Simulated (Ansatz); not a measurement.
HfO2, response to strain

Base system: HfO$_{2}$ in the fluorite structure (space group Fm-3m, No. 225; a = 5.059 Å).

Strains are applied to the cell and any free atomic positions relax.

The values are results of r2SCAN/PAW in Ansatz (a first-principles code), no SOC, earlier PAW set, not measurements.

| isotropic strain (%) | band gap (eV) |
|---|---|
| -1.98 | 4.46 |
| -1.37 | 4.41 |
| -0.69 | ? |
| 0 | 4.30 |
| 0.81 | 4.24 |
| 5.35 | 3.86 |

Question: Fit E_g = E₀ + Dε (ε in %) to the rows shown and predict the withheld row.

Answer: Least squares on the printed values gives E₀ = 4.30 eV, D = -81.8 meV per % of strain (largest residual 0.01 eV); this predicts 4.36 eV, and the run gives 4.36 eV, in agreement.

Spin-orbit coupling, missing from the scalar runs, can matter with Hf. Whether these cells are dynamically stable was not tested. This is not the structure that HfO2 has at room temperature and ambient pressure.
